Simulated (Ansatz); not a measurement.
What pressure 0.9 GPa does to ZnCu2SnS4

Consider ZnCu₂SnS₄ (space group I-4, No. 82; a = 5.468 Å, c = 10.935 Å).

The change: a hydrostatic pressure of 0.9 GPa.

Computed with PBE (Ansatz, a program for electronic structure), spin-orbit coupling left out. k-mesh 9×9×9 (Γ-centred); smearing 0.05 eV (Fermi–Dirac).

Lattice parameter a: 5.445 Å (base 5.468 Å)
c/a ratio: 2.000 (base 2.000)
Shortest interatomic distance: 2.307 Å (base 2.317 Å)
Enthalpy H = E + PV relative to the base's energy: +0.11 eV/atom
Band gap: 0.08 eV (uncertain: the Fermi level lies in a band; the changed cell) (base zero)

Final structure:

```
CELL_PARAMETERS angstrom
     -2.72232     2.72232     5.44465
      2.72232    -2.72232     5.44465
      2.72232     2.72232    -5.44465
ATOMIC_POSITIONS crystal
  Cu 0.00000 0.00000 0.00000
  Cu 0.75000 0.25000 0.50000
  Zn 0.25000 0.75000 0.50000
  Sn 0.50000 0.50000 0.00000
  S  0.37095 0.89597 0.00792
  S  0.10403 0.11195 0.47498
  S  0.88805 0.36302 0.99208
  S  0.63698 0.62905 0.52502
```

Cost of the whole job for the changed cell (relaxation, final SCF and bands): roughly 8 core-minutes.

Load acts through the strain it causes; cell and atoms are relaxed under it. Stability against distortions was not tested. All final runs are without spin polarisation. Gaps under 0.05 eV, about the width of the smearing, are given as zero. The zero or small gap of ZnCu2SnS4 can change with the level of theory.
